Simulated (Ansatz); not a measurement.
Amorphous Si24O51Sc2, 77 atoms at 2.28 g/cm³, one PBE-relaxed geometry, zone centre. Methods: PBE, scalar-relativistic without spin-orbit coupling (Ansatz, an electronic-structure program); r2SCAN, scalar-relativistic without spin-orbit coupling (Ansatz); HSE06, scalar-relativistic without spin-orbit coupling (Ansatz). Plane waves to 420 eV (r2SCAN 500 eV); exact exchange is cut at the cell's faces. At PBE the levels at both edges of the gap are localised (band-tail or defect states), and the nearest spread-out levels lie 6.5 eV apart at the zone centre. All rungs ran without spin polarisation.

It comes from a melt-quench run on a machine-learned potential (CHGNet), relaxed afterwards by DFT. O atoms were pushed apart under 1.9 Å during the dynamics, to hinder bonds among them. The hot cell started wider than the set density and was brought back towards it in steps. It is the lowest in DFT energy of 2 quenches. It is a model cell: composition and starting density were chosen by hand, and all elements were melted together. No dispersion term was used. Its density started from a set value of 2.28 and ended at 2.28 g/cm³. Cooling (nominally 480 K/ps over its main leg) ran many orders faster than in experiment, which tends to leave more defects and strain. Values belong to this one cell and scatter from quench to quench. The volume was held where the preparation left it and the shape relaxed, at a PBE pressure of 0.7 GPa. Stress components on the final sampling reach 0.7 GPa.

The relaxation ran on the zone centre alone. At PBE the gap between localised states is 4.35 eV on a 2×2×2 Γ-centred mesh, and the spacing at the zone centre alone 4.38 eV.

**Question.** What zone-centre spacing does r2SCAN give, roughly?

**Answer.** 4.92 eV (+0.54 eV against PBE).

**Question.** What zone-centre spacing does HSE06 give, roughly?

**Answer.** 6.07 eV (+1.69 eV against PBE).

The highest filled and the lowest empty state spread over these numbers of atoms (participation numbers): PBE: 3.2 and 4.7; r2SCAN: 3.0 and 3.8; HSE06: 3.0 and 7.4.
